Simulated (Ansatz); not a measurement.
Results of r²SCAN (Ansatz, a first-principles code, plane waves, PAW) for SrHfN2 (R-3m, No. 166, 4 atoms in the cell; start mp-9383).

Settings: plane-wave cutoff 600 eV, 14×14×14 k mesh, finite displacements, scalar-relativistic PAW data made under PBE.

Cell (relaxed at this level):

```xyz
4
Lattice="1.6705 0.9644 5.9040 -1.6705 0.9644 5.9040 0.0000 -1.9289 5.9040" Properties=species:S:1:pos:R:3 pbc="T T T"
Sr     0.0000     0.0000     0.0000
Hf     0.0000     0.0000     8.8560
N      0.0000     0.0000     4.1235
N      0.0000     0.0000    13.5886
```

Problem. Predict the high-frequency dielectric constant (mean over three axes) and static dielectric constant (mean over three axes).

Solution. 
* **high-frequency dielectric constant (mean over three axes)**: 8.57
* **static dielectric constant (mean over three axes)**: 105

Note: the relaxation could not lower the start's symmetry, so the cell can be a saddle point above a distorted one.

Spin–orbit coupling is not included.

A start named mp-… is a Materials Project structure, which need not be a measured phase.
